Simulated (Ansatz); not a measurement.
# Response to strain in WS2

Start from WS$_{2}$ (space group P6_3/mmc, No. 194; a = 3.115 Å, c = 11.772 Å; layered, stacked along the Cartesian z axis). Axes: x lies along a and z along c of the hexagonal cell.

Strains are applied to the cell and any free atomic positions relax.

Computed with PBEsol-D3(BJ) (Ansatz, a quantum-chemistry and plane-wave program; PAW; 420 eV plane waves; no spin-orbit coupling).

Notes on the quantities. energy relative to the base: free energy F.

```csv
case,energy relative to the base,volume per atom,electron mass
base,0 meV/atom,16.48 Å³,"0.39 mₑ along c, 0.46 mₑ across (off the special points)"
uniaxial strain ε_xx = −3.00 %,+14 meV/atom,15.99 Å³,"0.43 mₑ along x, 0.46 mₑ along y, 0.35 mₑ along z (off the special points)"
uniaxial strain ε_xx = −2.40 %,+8.8 meV/atom,16.09 Å³,"0.43 mₑ along x, 0.46 mₑ along y, 0.36 mₑ along z (off the special points)"
uniaxial strain ε_xx = −1.80 %,+4.8 meV/atom,16.19 Å³,"0.43 mₑ along x, 0.45 mₑ along y, 0.37 mₑ along z (off the special points)"
uniaxial strain ε_xx = −1.20 %,+2.1 meV/atom,16.29 Å³,"0.44 mₑ along x, 0.46 mₑ along y, 0.38 mₑ along z (off the special points)"
uniaxial strain ε_xx = −0.60 %,+0.5 meV/atom,16.39 Å³,"0.44 mₑ along x, 0.47 mₑ along y, 0.38 mₑ along z (off the special points)"
```

Spin-orbit coupling, missing from the scalar runs, can matter with W. The levels and masses belong to the bands next to the band gap. Effective masses come from finite differences of ±0.01 Å⁻¹. Stability against distortions was not tested. Labels are those of the standard path for the cell's own space group.
